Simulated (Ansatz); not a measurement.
Consider CsSnI$_{3}$ in the cubic perovskite structure (space group Pm-3m, No. 221; a = 6.225 Å). Axes: x, y, z lie along the cube axes.

The values are results of r2SCAN (Ansatz, a quantum-chemistry and plane-wave program, PAW, scalar-relativistic without spin-orbit coupling), earlier PAW set, not measurements.

For the base:

Band gap: 0.46 eV

Now apply this change: a pure shear with ε_yz = ε_zy = -0.0115; the atoms relax in the strained cell.

Question: Predict the new band gap.

Answer: The band gap shrinks by 0.02 eV to 0.44 eV.

Question: How does this affect the energy relative to the base?

Answer: The energy increases by 0.4 meV/atom.

With I present, leaving out spin-orbit coupling can change the band edges. Whether these cells are dynamically stable was not tested. Many cubic perovskites are stable only at high temperature; tilts and polar distortions were not tested.
